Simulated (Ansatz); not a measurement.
Take InHO$_{2}$ (space group Pnnm, No. 58; a = 4.521 Å, b = 5.282 Å, c = 3.287 Å; a cell from a computed database, its experimental status unchecked) as the base.

One thing is altered: cell and atoms relaxed at a pressure of 3 GPa.

Levels (all Ansatz, a program for electronic structure, PAW): PBEsol (420 eV, without spin-orbit coupling); HSE06 (420 eV, scalar-relativistic without spin-orbit coupling).

The geometry is relaxed with PBEsol.

- PBEsol band gap = 2.10 eV

With HSE06 at the same geometry, the band gap goes up by 1.697 eV to 3.79 eV.

Single points use the geometry relaxed with PBEsol. Load acts through the strain it causes; cell and atoms are relaxed under it. Whether these cells are dynamically stable was not tested.
